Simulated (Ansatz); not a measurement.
Gap of a one-dimensional NaI body, 8 atoms a period at several levels, all on one geometry.

```xyz
8
Lattice="14.5000 0.0000 0.0000 0.0000 14.5000 0.0000 0.0000 0.0000 6.0950" Properties=species:S:1:pos:R:3 pbc="T T T"
Na     5.8682     5.8682     0.0000
I      5.5007     5.5007     3.0475
I      5.5007     8.9993     0.0000
Na     5.8682     8.6318     3.0475
I      8.9993     5.5007     0.0000
Na     8.6318     5.8682     3.0475
Na     8.6318     8.6318     0.0000
I      8.9993     8.9993     3.0475
```

Levels: PBE (plane waves to 420 eV, PAW; Ansatz, a program for electronic structure); Ansatz with PBE with spin-orbit coupling; r2SCAN (plane waves to 500 eV, PAW; Ansatz); HSE06 in Ansatz. Unmarked values and the geometry are of the first. Mesh 1×1×50. No spin polarisation. One-dimensional cell, images about 11 Å apart. A hypothetical model. It keeps the symmetry and period of its start, so it need not be a minimum against all distortions. Values not marked SOC lack spin–orbit coupling. HSE06 ran on a 1×1×3 mesh and at PBE's edge points.

| level | gap (eV) |
|---|---|
| PBE | 4.14 |
| PBE+SOC | … |
| r2SCAN | 4.94 |
| HSE06 | 5.12 |

Fill in the missing entries.


- PBE+SOC, gap (eV): 4.00
